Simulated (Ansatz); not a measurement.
Consider TiO2 in the anatase structure (space group I4_1/amd, No. 141; a = 3.770 Å, c = 9.555 Å). Axes: x, y, z lie along a, b, c of the conventional cell.

Modification: biaxial strain +2.46 %, plane normal [001], relaxed out of plane (Cartesian); in-plane vectors clamped, the third vector and the atoms free.

Levels (all Ansatz, a program for electronic structure, PAW, earlier PAW set): PBEsol (420 eV, no spin-orbit coupling); HSE06 (420 eV, without spin-orbit coupling).

The geometry is relaxed with PBEsol.

PBEsol lowest conduction level above the VBM at special points: Γ 1.90 eV; M 2.32 eV; S₀ 2.94 eV

Question: What does HSE06 give at this geometry for the lowest conduction level above the VBM at special points?

Answer: The lowest conduction level above the VBM at special points goes from Γ 1.90 eV; M 2.32 eV; S₀ 2.94 eV to Γ 3.43 eV; M 3.90 eV; S₀ 4.53 eV.

Single points use the geometry relaxed with PBEsol. HSE06 was sampled on its mesh, a few special points and the semilocal edge points, so its gap is an upper bound. The levels and masses belong to the bands next to the band gap. Stability against distortions was not tested. All final runs are without spin polarisation.
